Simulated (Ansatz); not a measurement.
**MgTe: response to strain**

The reference is MgTe in the zinc blende structure (space group F-43m, No. 216; a = 6.509 Å).

Strains are applied to the cell and any free atomic positions relax.

Level of theory: PBE (Ansatz, a quantum-chemistry and plane-wave program), no SOC.

| isotropic strain (%) | band gap (eV) |
|---|---|
| -3 | 2.74 |
| -2.5 | 2.67 |
| -0.5 | 2.39 |
| 0 | 2.33 |
| 0.5 | ? |
| 1.5 | 2.14 |
| 2 | 2.08 |
| 2.5 | 2.02 |
| 3 | 1.96 |

Fit E_g = E₀ + Dε (ε in %) to the rows shown and predict the withheld row.

Least squares on the printed values gives E₀ = 2.34 eV, D = -130 meV per % of strain (largest residual 0.01 eV); this predicts 2.27 eV, and the run gives 2.26 eV, in agreement.

Spin-orbit coupling, missing from the scalar runs, can matter with Te. Whether these cells are dynamically stable was not tested.
